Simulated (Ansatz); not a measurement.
Consider BaS in the rock salt structure (space group Fm-3m, No. 225; a = 6.429 Å).

All numbers come from PBE, PAW, 420 eV (Ansatz, a program for electronic structure; spin-orbit coupling left out).

For the base:

| Property | Value |
|---|---|
| Electron mass | 1.3 mₑ along k, 0.34 mₑ across (at X) |
| Pressure | -0.01 GPa |
| Band gap | 2.23 eV |
| Gap character | indirect, Γ → X |

The change: every lattice vector is stretched by 3.00 %; the atoms relax in the strained cell.

Q: What does the calculation give for the electron mass, pressure, band gap and gap character after the change?

A: The electron mass goes from 1.3 mₑ along k, 0.34 mₑ across (at X) to 1.3 mₑ along k, 0.36 mₑ across (at X); the pressure falls by 3.03 GPa, from -0.01 GPa to -3.04 GPa; the band gap rises by 0.10 eV to 2.33 eV; the gap character remains indirect, Γ → X.

Masses are band curvatures over ±0.01 Å⁻¹ around the edge. Along k means along the line from Γ to the band edge. No phonon test of stability was made.
